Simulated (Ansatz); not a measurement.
Base system: ZnS in the zinc blende structure (space group F-43m, No. 216; a = 5.2968 Å). Axes: x, y, z lie along the cube axes.

Level of theory: plane-wave PAW DFT at the LDA level (Ansatz, a quantum-chemistry and plane-wave program, 420 eV), no SOC.

Strains are applied to the cell and any free atomic positions relax.

One change was made to it. Results:

The band gap drops by 0.12 eV (2.13 eV → 2.01 eV); the pressure (mean of the normal stresses, compression positive) drops by 1.65 GPa, from -0.01 GPa to -1.66 GPa; the energy goes up by 2.7 meV/atom.

### Question
Which of these changes matches the shifts?
(A) uniaxial strain ε_zz = −3.00 %
(B) uniaxial strain ε_zz = +2.00 %
(C) uniaxial strain ε_zz = +3.00 %

### Answer
B, uniaxial strain ε_zz = +2.00 %. For comparison, the band gap in the other runs: uniaxial strain ε_zz = +3.00 % gives 1.95 eV; uniaxial strain ε_zz = −3.00 % gives 2.19 eV.

No phonon test of stability was made.
